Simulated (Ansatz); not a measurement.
Given:

End structure of a constructed model of the (0001) surface of hcp Mg, a pseudomorphic layer of Zr in the host's stacking (bottom of the slab: a bare face, its two planes held):

```
CELL_PARAMETERS angstrom
      3.19902     0.00000     0.00000
     -1.59951     2.77043     0.00000
      0.00000     0.00000    32.00000
ATOMIC_POSITIONS crystal
  Mg 0.66667 0.33333 0.25534
  Mg 0.33333 0.66667 0.33626
  Mg 0.66667 0.33333 0.41796
  Mg 0.33333 0.66667 0.49895
  Mg 0.66667 0.33333 0.58004
  Mg 0.33333 0.66667 0.66138
  Zr 0.66667 0.33333 0.74185
```

Slab: 7 atoms, 15.7 Å thick at the start; k 13x13x1, smearing 0.1 eV, dipole-corrected; 2 atoms held, the rest relaxed; held to the start's symmetry, so lower structures may exist; no spin, no spin-orbit, no U. It is one candidate, not shown to be the stable structure of the face.

Give the work function of the top face at the level PBE (Ansatz, a quantum-chemistry and plane-wave program).

4.16 eV
